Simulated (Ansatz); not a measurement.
The starting structures come from a database of crystals and need not be the phases stable at ambient conditions.

Inside the gap of an insulator the Bloch states are evanescent, with a wavenumber k + iκ along the transport direction.

Consider the following.

```
CELL_PARAMETERS angstrom
      4.70589     0.00000     0.00000
      0.00000     4.70589     0.00000
      0.00000     0.00000     6.49047
ATOMIC_POSITIONS crystal
  Mg 0.50000 0.50000 0.50000
  Cd 0.00000 0.00000 0.00000
  Te 0.00000 0.50000 0.25545
  Te 0.50000 0.00000 0.74455
```

Space group of this cell: P-4m2. The cell is strained (lengths across the current scaled by 1.02, ions clamped); by PBEsol its mean pressure is -2.1 GPa.

Transport runs along the normal of the first two printed cell vectors, the (001) (indices of the unstrained crystal) plane of the conventional cell.

The gap is the functional's own. No spin-orbit coupling. Mid-gap values are interpolated on the energy grid.

Q: Give the band gap and the smallest decay constant κ at mid-gap that PBEsol in Ansatz (a quantum-chemistry and plane-wave program) yields.

A: Gap 1.21 eV on a 6×6×6 mesh; κ = 0.097 1/Å, at the zone centre.
